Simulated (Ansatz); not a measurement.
The reference is MgO in the rock salt structure (space group Fm-3m, No. 225; a = 4.214 Å). Axes: x, y, z lie along the cube axes.

Calculations: Ansatz (a first-principles code), PBEsol, PAW, cutoff 420 eV, no spin-orbit coupling.

Perturbation: uniaxial strain ε_xx = +1.48 %, all other strain components held at zero; the atoms relax in the strained cell.

### Question
Predict the new stress and energy relative to the base.

### Answer
The stress (xx, yy, zz, yz, xz, xy; compression positive) comes out as (-3.95, -1.29, -1.29, 0.00, 0.00, 0.00) GPa; the energy grows by 1.8 meV/atom.

Whether these cells are dynamically stable was not tested.
